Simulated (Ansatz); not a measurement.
CeO2 in the fluorite structure (space group Fm-3m, No. 225)

```yaml
crystal:
  lattice:
    - [0.00000, 2.73214, 2.73214]
    - [2.73214, 0.00000, 2.73214]
    - [2.73214, 2.73214, 0.00000]
  atoms:
    - { symbol: Ce, position: [0.00000, 0.00000, 0.00000] }
    - { symbol: O, position: [0.25000, 0.25000, 0.25000] }
    - { symbol: O, position: [0.75000, 0.75000, 0.75000] }
```

Calculations: Kohn–Sham DFT with the PBE functional, run in Ansatz (an electronic-structure program) with PAW and 420 eV plane waves, without spin-orbit coupling. Settings: 10×10×10 k-points, 0.05 eV Fermi–Dirac smearing.

The volume per atom is 13.60 Å³. The density is 7.01 g/cm³. The band gap is 1.89 eV, indirect, K–Γ (31 % along) → L. The lowest conduction-band minima above the VBM comes out as L along ⟨111⟩ 1.89 eV; X along ⟨100⟩ 1.93 eV; a point along ⟨110⟩, about 1.1 Å⁻¹ from Γ 1.96 eV and the total energy comes out as -2571.942 eV/atom (σ→0; compares only within this code and set-up).

Whether these cells are dynamically stable was not tested. Starting moments died away, wholly or in part, for the base; another magnetic solution may exist. The final runs are not spin-polarised.
